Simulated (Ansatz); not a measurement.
The parent structure is BeTe in the zinc blende structure (space group F-43m, No. 216; a = 5.554 Å). Axes: x, y, z lie along the cube axes.

All numbers come from LDA (Ansatz, a quantum-chemistry and plane-wave program), no spin-orbit coupling.

Before the change:

| Item | Value |
|---|---|
| Valley order | X along ⟨100⟩ 1.79 eV; L along ⟨111⟩ 3.18 eV |
| Smallest direct gap | 3.59 eV |

Now apply this change: uniaxial strain ε_zz = +1.50 %, all other strain components held at zero, atoms relaxed at fixed cell.

Task: Estimate the effect on the valley order and smallest direct gap.

Result: The valley order (the lowest conduction-band minima on the path, energy above the VBM, named in the base's zone) becomes X along [010] 1.76 eV; X along [001] 1.87 eV; L along [111] 3.10 eV (base: X along ⟨100⟩ 1.79 eV; L along ⟨111⟩ 3.18 eV); the smallest direct gap falls by 0.025 eV (3.59 eV → 3.56 eV).

With Te present, leaving out spin-orbit coupling can change the band edges. No phonon test of stability was made.
